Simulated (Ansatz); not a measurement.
# Sb, response to strain

Start from Sb in the fcc (Cu type) structure (space group Fm-3m, No. 225; relaxed with 0.1 eV smearing).

```
CELL_PARAMETERS angstrom
      0.00000     2.35715     2.35715
      2.35715     0.00000     2.35715
      2.35715     2.35715     0.00000
ATOMIC_POSITIONS crystal
  Sb 0.00000 0.00000 0.00000
```

Cartesian axes are those of the cell as printed.

Strains are applied to the cell and any free atomic positions relax; under biaxial strain the out-of-plane vector relaxes too.

Method: Ansatz (a program for electronic structure), PBEsol, PAW, cutoff 420 eV, without spin-orbit coupling.

Candidates:
(a) biaxial strain +1.13 %, plane normal [110], relaxed out of plane
(b) biaxial strain −4.26 %, plane normal [111], relaxed out of plane
(c) isotropic strain −4.33 %
(d) strain tensor (xx, yy, zz, yz, xz, xy) = (+1.21, +0.54, +2.11, +1.20, −0.41, +0.14) %
(e) isotropic strain −0.78 %

Notes on the quantities. energy relative to the base: free energy F.

Task: Order them by energy relative to the base, highest first.

Result: (c) isotropic strain −4.33 % (+109 meV/atom), (b) biaxial strain −4.26 %, plane normal [111], relaxed out of plane (+19 meV/atom), (d) strain tensor (xx, yy, zz, yz, xz, xy) = (+1.21, +0.54, +2.11, +1.20, −0.41, +0.14) % (+7.8 meV/atom), (e) isotropic strain −0.78 % (+3.1 meV/atom), (a) biaxial strain +1.13 %, plane normal [110], relaxed out of plane (+0.8 meV/atom)

A biaxial case was relaxed in a doubled cell and then solved in the primitive one. Stability against distortions was not tested. This is not the structure that Sb has at room temperature and ambient pressure.
